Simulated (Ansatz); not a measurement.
Ansatz (a program for electronic structure) run on LuCd (P4mm, 2 atoms in the cell): self-consistent single point.

Method: PBEsol, default PAW files made with PBE (plane waves; Ansatz).

```
CELL_PARAMETERS angstrom
      3.62278     0.00000     0.00000
      0.00000     3.62278     0.00000
      0.00000     0.00000     3.62278
ATOMIC_POSITIONS crystal
  Lu 0.50000 0.50000 0.51380
  Cd 0.00000 0.00000 0.00000
```

Reference input (self-consistent single point, DFT, PBEsol, plane waves, default PAW files made with PBE): basis.ecutwfc = 30.9 Ry; kpoints.mp_grid.grid = 9 9 9; hamiltonian.xc = pbesol; hamiltonian.pseudopotentials = {kind: paw} (the program's default PAW files); scf.occupations.method = fermi_dirac; scf.occupations.width = 0.0073 Ry. This run's input differs from it in these lines:

Ansatz 0.2 input:
```diff
@@ -13,3 +13,3 @@
   mp_grid:
-    grid: [9, 9, 9]
+    grid: [15, 15, 15]
 hamiltonian:
@@ -20,4 +20,4 @@
   occupations:
-    method: fermi_dirac
-    width: 0.0073 Ry
+    method: cold
+    width: 0.0015 Ry
 output:
```

Output (repeated stretches shortened):

```
SCF iter   1: F=—  HF=-22796.151342 eV  |F-HF|=—  |Δ(HF+E_count)|=         —  Δρ=4.58e-3  dr2=7.96e-3  ethr=1.77e-3  ⟨swp⟩=5.5  Hψ=39517  notcnv=0
all-band conjugate gradients solve this SCF's bands
preconditioner: auto → Kerker (q_TF=auto, 2.703 Å⁻¹)
SCF iter   2: F=—  HF=-22796.147965 eV  |F-HF|=—  |Δ(HF+E_count)|=   3.38e-3  S|Δr|=    0.00e0  Δρ=1.55e-3  dr2=8.62e-4  ethr=1.77e-5  ⟨swp⟩=3.2  Hψ=20501  notcnv=0  defer=133
   [... lines left out ...]
SCF iter   5: F=—  HF=-22796.147756 eV  |F-HF|=—  |Δ(HF+E_count)|=   1.40e-7  S|Δr|=    0.00e0  Δρ=8.61e-5  dr2=4.47e-6  ethr=1.22e-7  ⟨swp⟩=2.0  Hψ=13915  notcnv=0  defer=133
SCF iter   6: F=—  HF=-22796.147755 eV  |F-HF|=—  |Δ(HF+E_count)|=   8.90e-7  S|Δr|=    0.00e0  Δρ=3.77e-5  dr2=6.60e-7  ethr=9.94e-9  ⟨swp⟩=2.2  Hψ=14433  notcnv=0  defer=133
SCF iter   7: F=-22796.147755 eV  HF=-22796.147755 eV  |F-HF|=6.75e-9  |Δ(HF+E_count)|=   1.72e-7  S|Δr|=    0.00e0  Δρ=4.88e-6  dr2=1.51e-8  ethr=2.22e-10  ⟨swp⟩=8.5  Hψ=54412  notcnv=0
SCF 1 converged in 7 iterations: F = -22796.147755 eV  dr2 = 1.51e-8
Stability not checked (fill_not_monotonic)
Free energy (F): -22796.147755 eV
Internal energy: -22796.147525 eV  (E = F + TS)
E sigma→0 (E₀):  -22796.147678 eV
Entropy (-TS):   -0.000230 eV (-0.115 meV/atom)
Fermi energy:    15.162127 eV
--- Forces (eV/Å), atoms counted from 1 ---
  atom   1  Lu     0.00000000     0.00000000    -0.16431008
  atom   2  Cd    -0.00000000     0.00000000     0.16432216
--- Stress (GPa, compression-positive) ---
       -0.784086       0.000000      -0.000000
        0.000000      -0.784086       0.000000
       -0.000000       0.000000      -0.825725
  P = ⅓ Tr σ = -0.7980 GPa (-7.980 kbar)
  The stress holds the Pulay correction. Without it, at fixed plane waves, as pw.x and ABINIT print it: P = -0.8450 GPa
```

The run converged in 7 iterations. Against the reference run the free energy rises by 12.1 meV/atom, the pressure moves little (-0.81 to -0.80 GPa) and the largest force moves little (0.163 to 0.164 eV/Å).

The starting cell comes from a database of computed structures (which also holds hypothetical and non-ambient phases and stackings), without a prior relaxation at this level. Its lattice was rescaled by up to half a per cent. One atom was moved a little off its site on purpose. Ansatz's pressure includes its estimate of the finite-basis (Pulay) stress.

Cost on one core of a shared machine: roughly 40 s.
